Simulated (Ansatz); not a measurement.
**What pressure 2.1 GPa does to TiC**

The reference is TiC in the rock salt structure (space group Fm-3m, No. 225; a = 4.333 Å).

Perturbation: cell and atoms relaxed at a pressure of 2.1 GPa.

Calculations: PBE in Ansatz (plane waves to 420 eV, PAW, no spin-orbit coupling). Γ-centred 18×18×18 mesh, Fermi–Dirac width 0.05 eV.

| quantity | base | changed | shift |
|---|---|---|---|
| volume per atom | 10.17 Å³ | 10.09 Å³ | -0.08 Å³ |
| density | 4.89 g/cm³ | 4.93 g/cm³ | +0.04 g/cm³ |
| shortest interatomic distance | 2.167 Å | 2.161 Å | -0.006 Å |
| enthalpy H = E + PV relative to the base's energy | – | +0.13 eV/atom | – |
| band gap | zero | zero | – |

Final structure:

```xyz
2
Lattice="0.0000 2.1606 2.1606 2.1606 0.0000 2.1606 2.1606 2.1606 0.0000" Properties=species:S:1:pos:R:3 pbc="T T T"
Ti     0.0000     0.0000     0.0000
C      2.1606     2.1606     2.1606
```

Load acts through the strain it causes; cell and atoms are relaxed under it. No phonon test of stability was made. All final runs are without spin polarisation.

Ansatz is a first-principles code.
